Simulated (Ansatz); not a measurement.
Data:

```
CELL_PARAMETERS angstrom
      0.00000     1.81187     1.81187
      1.81187     0.00000     1.81187
      1.81187     1.81187     0.00000
ATOMIC_POSITIONS crystal
  N  0.75000 0.75000 0.75000
  B  0.00000 0.00000 0.00000
```

No spin polarisation.

Method: DFT with PBE, PAW potentials and a 420 eV plane-wave cutoff in Ansatz (a program for electronic structure), without spin-orbit coupling. Settings: 16×16×16 k-points, 0.05 eV Fermi–Dirac smearing.

Problem. Predict the band gap and electron mass.

Solution. Band gap: 4.46 eV
Electron mass: 0.91 mₑ along k, 0.30 mₑ across (at X)

Load acts through the strain it causes; cell and atoms are relaxed under it. Masses are band curvatures over ±0.01 Å⁻¹ around the edge. Along k means along the line from Γ to the band edge. No phonon test of stability was made. The cell was made from BN in the zinc blende structure (space group F-43m, No. 216) by this change: pressure 0.3 GPa.
